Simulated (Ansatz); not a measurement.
An Ansatz (a first-principles code) run: CdTe with a change (biaxial strain −0.83 %, plane normal [111], relaxed out of plane); Kohn–Sham DFT with the LDA functional, run in Ansatz with PAW and 420 eV plane waves, no spin-orbit coupling.

Input:

Ansatz 0.2 input:
```yaml
crystal:
  lattice:
    - [4.4939774705, 0, 0]
    - [2.2469887353, 3.8918986535, 0]
    - [2.2469887353, -1.2972995512, 3.7153825814]
  atoms:
    - { symbol: Cd, position: [0, 0, 0] }
    - { symbol: Te, position: [0.5, 0.25, 0.75] }
basis: { ecutwfc: 420, ecutrho_ratio: 4, xc_grid: 2, fft_grid_basis: typed }
kpoints: { mp_grid: { grid: [9, 9, 9] } }
hamiltonian:
  xc: lda
  dispersion: none
  pseudopotentials: { kind: paw }
scf: { occupations: { method: fermi_dirac, width: 0.05 } }
relax: { f_tol: 0.005, max_steps: 50, cell: { stress_tol: 0.01, fix: [a, b, gamma] } }
output: { forces: true, stress: true }
checkpoint: { write: state.ck, write_every: 1000 }
```

Output (explanatory and most iteration lines left out):

```
Relaxation: its limit of steps is 50 (relax.max_steps)
Pseudopotential: Cd, paw, valence charge 20
Pseudopotential: Te, paw, valence charge 16
Crystal: 2 atoms, lattice volume = 64.982 Å³
Basis set: ecut = 420 eV, 1255 PW (Γ), exchange–correlation on 64×64×64 points (8 copies of the dense FFT grid, shifted against one another)
Bands: 22, of which v1, the nominal top of the filled ones, is band 18 counted from 1 (17 counted from 0)
Symmetry: 6 space group operations
Space group: R3m (ITA 160), of the structure as read, at distance tolerance 4.0e-5 Å
k-points: 85 of 729 (time reversal used)
Functional: x = slater, c = lda
SCF iter   1: F=—  HF=-14945.815508 eV  |F-HF|=—  |Δ(HF+E_count)|=         —  Δρ=6.60e-3  dr2=2.09e-2  ethr=1.77e-3  ⟨swp⟩=6.0  Hψ=8873  notcnv=0
SCF iter   2: F=—  HF=-14945.808382 eV  |F-HF|=—  |Δ(HF+E_count)|=   7.13e-3  Δρ=2.14e-3  dr2=1.31e-3  ethr=5.82e-5  ⟨swp⟩=3.0  Hψ=4420  notcnv=0
SCF 1 converged in 6 iterations: F = -14945.808264 eV  dr2 = 3.20e-8
relax step   1: F+E_penalty+E_count = -14945.80826439 eV  Δ(F+E_penalty+E_count) = +0.000e0 eV  max|allowed force component| = 9.425e-2 eV/Å  Δτ_max = 0.0000 Å  P = +0.610 GPa  Ω = 64.982 Å³  fix = [a, b, gamma]  reactions: a +0.970, b +0.970 GPa  (6 SCF iters, dr2 threshold 1.00e-7 eV, accepted)
[... steps on the carried basis left out ...]
relax step   3: F+E_penalty+E_count = -14945.80929703 eV  Δ(F+E_penalty+E_count) = -4.415e-4 eV  max|allowed force component| = 2.301e-3 eV/Å  Δτ_max = 0.0067 Å  P = +0.447 GPa  Ω = 65.174 Å³  energy of the carried Pulay correction = -3.398e-5 eV  fix = [a, b, gamma]  reactions: a +0.675, b +0.675 GPa  (4 SCF iters, dr2 threshold 2.00e-7 eV, accepted)
Crystal: 2 atoms, lattice volume = 65.174 Å³
SCF iter   1: F=—  HF=-14945.809335 eV  |F-HF|=—  |Δ(HF+E_count)|=         —  Δρ=6.39e-5  dr2=8.63e-8  ethr=9.50e-8  ⟨swp⟩=3.9  Hψ=13917  notcnv=0
SCF iter   2: F=—  HF=-14945.809333 eV  |F-HF|=—  |Δ(HF+E_count)|=   2.13e-6  Δρ=3.18e-5  dr2=1.84e-8  ethr=2.40e-10  ⟨swp⟩=2.7  Hψ=3470  notcnv=0
SCF 4 converged in 6 iterations: F = -14945.809334 eV  dr2 = 7.22e-14
SCF converged after 6 iterations
Free energy (F): -14945.809334 eV
Internal energy: -14945.809325 eV  (E = F + TS)
E sigma→0 (E₀):  -14945.809330 eV
Entropy (-TS):   -0.000009 eV (-0.004 meV/atom)
Fermi energy:    8.133846 eV
--- Forces (eV/Å), atoms counted from 1 ---
  atom   1  Cd     0.00000000    -0.00000000     0.00228116
  atom   2  Te    -0.00000000     0.00000000    -0.00228125
--- Stress (GPa, compression-positive) ---
        0.675192      -0.000000      -0.000000
       -0.000000       0.675192       0.000000
       -0.000000       0.000000      -0.008876
  P = ⅓ Tr σ = 0.4472 GPa (4.472 kbar)
--- Relaxed structure (3 steps of the walk, 3 accepted, 1 SCFs on fresh bases) ---
  cell:  # Å, volume = 65.1744 Å³
    - [4.493977470506967, -2.8867691377042117e-11, -4.0318909157829524e-11]
    - [2.2469887352784834, 3.8918986534795326, -2.700796457154445e-12]
    - [2.246988735278582, -1.2972995511958052, 3.7263587476984594]
  atoms:
    - { symbol: Cd, position: [-0.0020959675701700637, 0.0010479837850850317, 0.003143951355255096] }
    - { symbol: Te, position: [0.5020959675701702, 0.248952016214915, 0.7468560486447452] }
```

Spin-orbit coupling, missing from the scalar runs, can matter with Te. Stability against distortions was not tested. The cell was made from CdTe in the zinc blende structure (space group F-43m, No. 216) by this change: biaxial strain −0.83 %, plane normal [111], relaxed out of plane.
